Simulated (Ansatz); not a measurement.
# Short convergence ladders for TaNi3 (Fmm2, 4 atoms in the cell)

```
CELL_PARAMETERS angstrom
      0.00000     2.55880     3.71566
      2.55403     0.00000     3.71566
      2.55403     2.55880     0.00000
ATOMIC_POSITIONS crystal
  Ta 0.00673 0.00673 0.99327
  Ni 0.50000 0.50000 0.50000
  Ni 0.25000 0.25000 0.25000
  Ni 0.75000 0.75000 0.75000
```

Base method: PBEsol, default PAW files made with PBE (plane waves; Ansatz, a program for electronic structure).

Base settings: basis.ecutwfc = 420 eV; kpoints.mp_grid.grid = 10 10 10; hamiltonian.xc = pbesol; hamiltonian.pseudopotentials = {kind: paw} (the program's default PAW files); scf.occupations.method = fermi_dirac; scf.occupations.width = 0.1 eV.

The count of work is k-points × plane waves × bands × iterations; it is no time. Core times come from one kind of shared machine, to one figure; runs under 30 s give none.

**The k-point mesh**

The second cell is the first with its lattice scaled by 0.98.

Only quantities that move along the ladder and can be compared are tabulated.

| kpoints.mp_grid.grid | free energy less the last step's (meV/atom) | energy of the compressed cell less the first (meV/atom) | pressure (GPa) | largest difference of a force vector from the last step's (eV/Å) | count of work / last |
|---|---|---|---|---|---|
| 2 2 2 | 114.75 | 18.47 | -3.24 | 0.061 | 0.0050 |
| 3 3 3 | 1.05 | 15.03 | -4.07 | 0.051 | 0.0092 |
| 4 4 4 | 0.54 | 13.36 | -4.42 | 0.020 | 0.021 |
| 6 6 6 | 1.58 | 13.18 | -4.44 | 0.002 | 0.053 |
| 8 8 8 | -0.40 | 13.25 | -4.43 | 0.001 | 0.11 |
| 10 10 10 | 0.25 | 13.28 | -4.42 | 0.000 | 0.20 |
| 11 11 11 | -0.19 | 13.20 | -4.44 | 0.002 | 0.25 |
| 13 13 13 | -0.04 | 13.26 | -4.43 | 0.001 | 0.40 |
| 18 18 18 | 0.00 | 13.25 | -4.43 | 0.000 | 1.0 |

Coarsest kpoints.mp_grid.grid that holds the forces within 0.01 eV/Å of the last step, with all finer ones: 6 6 6, at 0.053 of the last step's count of work; the step before is off by 0.020 eV/Å.

Coarsest kpoints.mp_grid.grid that holds the free energy within 5 meV/atom of the last step, with all finer ones: 3 3 3, at 0.0092 of the last step's count of work; the step before is off by 110 meV/atom.

Coarsest kpoints.mp_grid.grid that holds the pressure within 0.5 GPa of the last step, with all finer ones: 3 3 3, at 0.0092 of the last step's count of work; the step before is off by 1.2 GPa.

The energy difference between the two cells stays within 1 meV/atom of the last step's from 4 4 4 on, the total only from 8 8 8 on: much of the error is common to both cells and cancels.

**The k-point mesh at a smearing width of 0.05 eV**

In this ladder: scf.occupations.width = 0.05 eV.

The second cell is the first with its lattice scaled by 0.98.

Only quantities that move along the ladder and can be compared are tabulated.

| kpoints.mp_grid.grid | free energy less the last step's (meV/atom) | energy of the compressed cell less the first (meV/atom) | pressure (GPa) | largest difference of a force vector from the last step's (eV/Å) | count of work / last | core time / last (rough) |
|---|---|---|---|---|---|---|
| 4 4 4 | 0.42 | 13.01 | -4.50 | 0.023 | 0.0071 | – |
| 5 5 5 | 2.95 | 12.60 | -4.55 | 0.011 | 0.011 | – |
| 6 6 6 | 2.97 | 12.98 | -4.49 | 0.005 | 0.018 | – |
| 9 9 9 | 1.42 | 13.07 | -4.47 | 0.002 | 0.050 | – |
| 13 13 13 | -0.15 | 12.92 | -4.51 | 0.004 | 0.14 | 0.1 |
| 16 16 16 | -0.11 | 12.91 | -4.51 | 0.001 | 0.25 | 0.3 |
| 24 24 24 | 0.00 | 12.90 | -4.51 | 0.000 | 1.0 | 1 |

Coarsest kpoints.mp_grid.grid that holds the free energy within 0.5 meV/atom of the last step, with all finer ones: 13 13 13, at 0.14 of the last step's count of work and about 0.1 of the last step's time; the step before is off by 1.4 meV/atom.

Coarsest kpoints.mp_grid.grid that holds the forces within 0.01 eV/Å of the last step, with all finer ones: 6 6 6, at 0.018 of the last step's count of work; the step before is off by 0.011 eV/Å.

The energy difference between the two cells stays within 1 meV/atom of the last step's from 4 4 4 on, the total only from 13 13 13 on: much of the error is common to both cells and cancels.

Two neighbours can agree and both be off: 5 5 5 and 6 6 6 differ by 0.03 meV/atom in the free energy, yet lie about 3.0 meV/atom from the last step.

**The width of Gaussian smearing**

In this ladder: kpoints.mp_grid.grid = 16 16 16; scf.occupations.method = gaussian.

Narrow widths need finer meshes than wide ones, so the last steps can hold mesh noise.

Only quantities that move along the ladder and can be compared are tabulated; pressure and forces are left out, as mesh noise rules them at narrow widths.

| scf.occupations.width | free energy less the last step's (meV/atom) | energy extrapolated to zero width less the last step's (meV/atom) | core time / last (rough) |
|---|---|---|---|
| 1 eV | -147.27 | 36.55 | 1 |
| 0.5 eV | -25.70 | 5.00 | 1 |
| 0.3 eV | -7.64 | 0.47 | 1.0 |
| 0.1 eV | 0.00 | 0.00 | 1 |

Widest scf.occupations.width that holds the free energy within 5 meV/atom: not settled: the last two steps still differ by 7.6 meV/atom, over half the tolerance, so the ladder does not show it.

Widest scf.occupations.width that holds the energy extrapolated to zero width within 1 meV/atom of the last step, with all finer ones: 0.3 eV; the step before is off by 5.0 meV/atom.

The extrapolation to zero width removes most of the smearing's effect on the energy.

On the base run: the starting cell comes from a database of computed structures (which also holds hypothetical and non-ambient phases and stackings), without a prior relaxation at this level. Its lattice was rescaled by up to half a per cent. One atom was moved a little off its site on purpose. Spin polarisation is off. In the base run, with a pressure of about -4 GPa the cell is away from its equilibrium volume at this level. Ansatz's pressure includes its estimate of the finite-basis (Pulay) stress.

Left out of this page: 2 runs of the series outside the window shown, repeating another row's setting, or not comparable.

Keys are those of Ansatz 0.2.
